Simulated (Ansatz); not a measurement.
The reference is BaTe in the rock salt structure (space group Fm-3m, No. 225).

```
CELL_PARAMETERS angstrom
      0.00000     3.53221     3.53221
      3.53221     0.00000     3.53221
      3.53221     3.53221     0.00000
ATOMIC_POSITIONS crystal
  Ba 0.00000 0.00000 0.00000
  Te 0.50000 0.50000 0.50000
```

Computed with Ansatz (an electronic-structure program) PBE, no spin-orbit coupling.

For the base:

The gap character comes out as indirect, Γ → X, the band gap is 1.66 eV and the density comes out as 4.99 g/cm³.

One thing is altered: hydrostatic tension (pressure −2 GPa).

Problem. Estimate the effect on the gap character.

Solution. The gap character is still indirect, Γ → X.

Problem. Predict the new band gap.

Solution. The band gap increases by 0.138 eV (1.66 eV → 1.79 eV).

Problem. How does this affect the density?

Solution. The density falls by 0.40 g/cm³ to 4.59 g/cm³.

Spin-orbit coupling, missing from the scalar runs, can matter with Te. Load acts through the strain it causes; cell and atoms are relaxed under it. Stability against distortions was not tested.
